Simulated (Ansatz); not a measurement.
K3P: pressure series

Base system: K3P (space group P6_3/mmc, No. 194; a = 5.675 Å, c = 10.034 Å).

Cell and atoms are relaxed at each pressure.

Method: Ansatz (a program for electronic structure) r2SCAN, no SOC.

Candidates:
(a) pressure −1 GPa
(b) pressure 30 GPa
(c) pressure 0.9 GPa
(d) pressure 9 GPa
(e) pressure 4.5 GPa

Before the change:

* **Band gap**: 0.61 eV

### Question
Order them by band gap, highest first.

### Answer
(b) pressure 30 GPa (1.13 eV), (d) pressure 9 GPa (1.01 eV), (e) pressure 4.5 GPa (0.88 eV), (c) pressure 0.9 GPa (0.69 eV), (a) pressure −1 GPa (0.50 eV)

Load acts through the strain it causes; cell and atoms are relaxed under it. Whether these cells are dynamically stable was not tested. Competing high-pressure phases were not computed.
